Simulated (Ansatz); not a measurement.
# Response to strain in BN

Base system: BN in the wurtzite structure (space group P6_3mc, No. 186; a = 2.555 Å, c = 4.225 Å). Axes: x lies along a and z along c of the hexagonal cell.

Strains are applied to the cell and any free atomic positions relax.

Computed with Ansatz (a program for electronic structure) PBE, spin-orbit coupling left out.

Notes on the quantities. energy relative to the base: free energy F.

```
change                          volume per atom  band gap  energy relative to the base
------------------------------  ---------------  --------  ---------------------------
base                                    5.97 Å³   5.23 eV                   0 meV/atom
uniaxial strain ε_zz = +0.60 %          6.00 Å³   5.22 eV                +0.7 meV/atom
uniaxial strain ε_zz = +1.20 %          6.04 Å³   5.22 eV                +2.6 meV/atom
uniaxial strain ε_zz = +1.80 %          6.08 Å³   5.22 eV                +5.8 meV/atom
uniaxial strain ε_zz = +2.40 %          6.11 Å³   5.23 eV                            …
uniaxial strain ε_zz = +3.00 %          6.15 Å³   5.24 eV                 +16 meV/atom
```

Problem. Some entries are withheld; estimate them.

Solution. 
- uniaxial strain ε_zz = +2.40 %, energy relative to the base: +10 meV/atom

Whether these cells are dynamically stable was not tested.
